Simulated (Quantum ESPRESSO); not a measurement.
Quantum ESPRESSO run on LaB6 (Pm-3m, 7 atoms in the cell): self-consistent single point.

Computed with PBE, GBRV 1.5 ultrasoft (PBE) pseudopotentials (plane waves; Quantum ESPRESSO).

The change in words: lattice scaled by 0.98. Reference geometry:
```
CELL_PARAMETERS angstrom
      4.18209     0.00000     0.00000
      0.00000     4.18209     0.00000
      0.00000     0.00000     4.18209
ATOMIC_POSITIONS crystal
  La 0.00000 0.00000 0.00000
  B  0.80012 0.50000 0.50000
  B  0.19988 0.50000 0.50000
  B  0.50000 0.80012 0.50000
  B  0.50000 0.19988 0.50000
  B  0.50000 0.50000 0.80012
  B  0.50000 0.50000 0.19988
```

Reference input (self-consistent single point, DFT, PBE, plane waves, GBRV 1.5 ultrasoft (PBE) pseudopotentials): ecutwfc = 40 Ry; ecutrho = 200 Ry; occupations = smearing; smearing = fermi-dirac; degauss = 0.0073499 Ry; potentials = {La: la_pbe_v1.uspp.F.UPF, B: b_pbe_v1.4.uspp.F.UPF}; K_POINTS = automatic 11 11 11 0 0 0; conv_thr = 1e-10 Ry; mixing_beta = 0.3. This run's input differs from it in these lines:

```diff
@@ -27,8 +27,8 @@
 La    0.00000000    0.00000000    0.00000000
-B     3.34617705    2.09104700    2.09104700
-B     0.83591695    2.09104700    2.09104700
-B     2.09104700    3.34617705    2.09104700
-B     2.09104700    0.83591695    2.09104700
-B     2.09104700    2.09104700    3.34617705
-B     2.09104700    2.09104700    0.83591695
+B     3.27925341    2.04922600    2.04922600
+B     0.81919859    2.04922600    2.04922600
+B     2.04922600    3.27925341    2.04922600
+B     2.04922600    0.81919859    2.04922600
+B     2.04922600    2.04922600    3.27925341
+B     2.04922600    2.04922600    0.81919859
 K_POINTS automatic
@@ -36,5 +36,5 @@
 CELL_PARAMETERS angstrom
-   4.18209400     0.00000000     0.00000000
-   0.00000000     4.18209400     0.00000000
-   0.00000000     0.00000000     4.18209400
+   4.09845200     0.00000000     0.00000000
+   0.00000000     4.09845200     0.00000000
+   0.00000000     0.00000000     4.09845200
```

The program printed (abridged):

```
     Self-consistent Calculation

     iteration #  1     ecut=    40.00 Ry     beta= 0.30

     negative rho (up, down):  6.970E-02 0.000E+00

     total energy              =    -141.14653917 Ry
     estimated scf accuracy    <       0.91668175 Ry

     iteration #  2     ecut=    40.00 Ry     beta= 0.30

     negative rho (up, down):  6.331E-02 0.000E+00

     total energy              =    -141.16907905 Ry
     estimated scf accuracy    <       0.12325728 Ry

     iteration #  3     ecut=    40.00 Ry     beta= 0.30

     negative rho (up, down):  6.074E-02 0.000E+00

     total energy              =    -141.21889994 Ry
     estimated scf accuracy    <       0.04433824 Ry

   [... 13 blocks of this kind left out ...]

     iteration # 17     ecut=    40.00 Ry     beta= 0.30

     negative rho (up, down):  4.292E-02 0.000E+00

     total energy              =    -141.21261144 Ry
     estimated scf accuracy    <          3.7E-10 Ry

     iteration # 18     ecut=    40.00 Ry     beta= 0.30

     negative rho (up, down):  4.292E-02 0.000E+00
     End of self-consistent calculation

     the Fermi energy is    12.7872 ev

!    total energy              =    -141.21261144 Ry
     estimated scf accuracy    <          1.9E-12 Ry
     smearing contrib. (-TS)   =      -0.00180746 Ry
     internal energy E=F+TS    =    -141.21080397 Ry

     convergence has been achieved in  18 iterations

     negative rho (up, down):  4.292E-02 0.000E+00

     Forces acting on atoms (cartesian axes, Ry/au):

     atom    1 type  1   force =     0.00000000    0.00000000    0.00000000
     atom    2 type  2   force =     0.00659258    0.00000000    0.00000000
     atom    3 type  2   force =    -0.00659258    0.00000000    0.00000000
     atom    4 type  2   force =     0.00000000    0.00659258    0.00000000
     atom    5 type  2   force =     0.00000000   -0.00659258    0.00000000
   [... lines left out ...]
     Total force =     0.016148     Total SCF correction =     0.000000
   [... lines left out ...]

     negative rho (up, down):  4.292E-02 0.000E+00
          total   stress  (Ry/bohr**3)                   (kbar)     P=       75.56
   0.00051367   0.00000000   0.00000000           75.56        0.00        0.00
   0.00000000   0.00051367   0.00000000            0.00       75.56        0.00
   0.00000000   0.00000000   0.00051367            0.00        0.00       75.56

   JOB DONE.
```

The run converged in 18 iterations. Against the reference run the free energy rises by 6.8 meV/atom, the pressure goes from -3.52 to 7.56 GPa and the largest force goes from 0.055 to 0.170 eV/Å.

The starting cell comes from a database of computed structures (which also holds hypothetical and non-ambient phases and stackings), without a prior relaxation at this level. Its lattice was rescaled by a random factor within 2.5 % of one. For this run, on top of that: lattice scaled by 0.98. With a pressure of about 8 GPa the cell is away from its equilibrium volume at this level.

Cost on one core of a shared machine: roughly 40 s.
